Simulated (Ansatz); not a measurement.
We consider B2O3 (model structure, started from the beta Ga2O3 type, C2/m, No. 12, 10 atoms in the cell), described by LDA (Ansatz, an electronic-structure program, PAW).

Settings: plane-wave cutoff 520 eV, 14×14×8 k mesh (along the axes of the cell as run), Fermi–Dirac smearing 0.01 eV, scalar-relativistic PAW data made under PBE.

Cell (relaxed at this level):

```cif
data_B4O6
_chemical_formula_sum 'B4 O6'
_space_group_name_H-M_alt 'P 1'
_space_group_IT_number 1
_cell_length_a 6.24060
_cell_length_b 6.24060
_cell_length_c 4.64346
_cell_angle_alpha 100.478
_cell_angle_beta 100.478
_cell_angle_gamma 21.923
loop_
_space_group_symop_operation_xyz
  'x, y, z'
loop_
_atom_site_label
_atom_site_type_symbol
_atom_site_fract_x
_atom_site_fract_y
_atom_site_fract_z
_atom_site_occupancy
B1 B 0.08108 0.08108 0.78939 1
B2 B 0.91892 0.91892 0.21061 1
B3 B 0.61702 0.61702 0.30568 1
B4 B 0.38298 0.38298 0.69432 1
O1 O 0.14191 0.14191 0.09319 1
O2 O 0.85809 0.85809 0.90681 1
O3 O 0.14260 0.14260 0.54680 1
O4 O 0.85740 0.85740 0.45320 1
O5 O 0.48950 0.48950 0.24520 1
O6 O 0.51050 0.51050 0.75480 1
```

Estimate the band gap and Γ–Γ gap that the calculation returns.


* **band gap**: 6.10 eV (on the SCF k mesh)
* **Γ–Γ gap**: 7.01 eV

Note: the relaxation could raise the start's symmetry but not lower it, so the cell can be a saddle point.

Static lattice: no zero-point or thermal effects.

Cost on a shared machine: very roughly 29 core-minutes.

A model structure was made by putting elements into a prototype or built by hand; it is no filed structure, need not be a known phase, and can be a saddle point held by its symmetry.
